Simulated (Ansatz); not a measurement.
We consider 1T (CdI2-type) MgI2, described by PBE (PAW; Ansatz, an electronic-structure program).

Settings: plane-wave cutoff 520 eV, 12×12×6 k mesh (along the axes of the cell as run), perturbation theory, scalar-relativistic PAW data made under PBE.

Computed at the level's own relaxed cell.

Harmonic phonon frequencies (cm⁻¹; i marks an imaginary mode; at Γ without the LO shift):

| q point | frequencies |
|---|---|
| Γ | 0 0 0 59 59 101 161 161 260 |
| M | 58 58 59 73 86 101 158 160 248 |
| K | 61 67 67 86 86 94 154 198 198 |

No imaginary mode appears at these points.

Note: the cell comes from a level without a dispersion term, which matters for the spacing of layers, chains or molecules; the cell has widely spaced layers and the level no dispersion term, so their spacing and the moduli can rest on weak binding.
